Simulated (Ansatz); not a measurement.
The starting structures come from a database of crystals and need not be the phases stable at ambient conditions.

 Where the default PAW files enter, the runs use the earlier of Ansatz's two default sets.

By LDA and PBEsol, the system below comes out a metal.

Input:

```xyz
8
Lattice="3.6317 0.0000 0.0000 0.0000 4.9935 0.0000 0.0000 0.0000 6.5122" Properties=species:S:1:pos:R:3 pbc="T T T"
Ti     2.7238     3.1370     4.4002
Ti     0.9079     1.8565     2.1120
Ti     0.9079     0.6403     5.3682
Ti     2.7238     4.3532     1.1441
Si     2.7238     0.7221     3.5422
Si     0.9079     4.2714     2.9700
Si     0.9079     3.2188     6.2261
Si     2.7238     1.7747     0.2861
```

Space group of this cell: Pnma. The cell is taken as given; by PBEsol its mean pressure is -2.6 GPa.

The current runs along the normal of the first two printed vectors. All runs by Ansatz (a quantum-chemistry and plane-wave program), plane waves and PAW, without spin-orbit coupling; the base is PBEsol.

```tsv
run	mean pressure (GPa)	G/A, both spins (10¹⁵ S/m²)
base	-2.6	0.25
all lengths scaled by 0.98	7.4	?
all lengths scaled by 1.02	-10.3	0.23
lda in place of pbesol	-6.3	0.25
lengths across the current scaled by 0.98, ions clamped	4.1	0.25
lengths across the current scaled by 1.02, ions clamped	-8.1	0.24
lengths along the current scaled by 1.03, ions clamped	-6.3	0.23
```

Problem. Some entries are withheld; supply them.

Solution. 
- all lengths scaled by 0.98, G/A, both spins (10¹⁵ S/m²): 0.26
